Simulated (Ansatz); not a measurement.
**BeS in the rock salt structure (space group Fm-3m, No. 225; a hypothetical phase, not in the database extracts checked)**

```
CELL_PARAMETERS angstrom
      0.00000     2.31467     2.31467
      2.31467     0.00000     2.31467
      2.31467     2.31467     0.00000
ATOMIC_POSITIONS crystal
  S  0.00000 0.00000 0.00000
  Be 0.50000 0.50000 0.50000
```

Calculations: DFT with PBE, PAW potentials and a 420 eV plane-wave cutoff in Ansatz (a quantum-chemistry and plane-wave program), no spin-orbit coupling. k-mesh 12×12×12 (Γ-centred); smearing 0.05 eV (Fermi–Dirac).

```yaml
volume_per_atom: 12.40 Å³
density: 2.75 g/cm³
band_gap: 0.97 eV, indirect, K–Γ (58 % along) → X
electron_mass: 0.97 mₑ along k, 0.29 mₑ across
Lowest conduction-band minima above the VBM: X along ⟨100⟩ 0.97 eV
total_energy: -497.920 eV/atom (σ→0; compares only within this code and set-up)
```

Masses are band curvatures over ±0.01 Å⁻¹ around the edge. Along k means along the line from Γ to the band edge. Gaps are read on the SCF mesh and a high-symmetry path. No phonon test of stability was made.
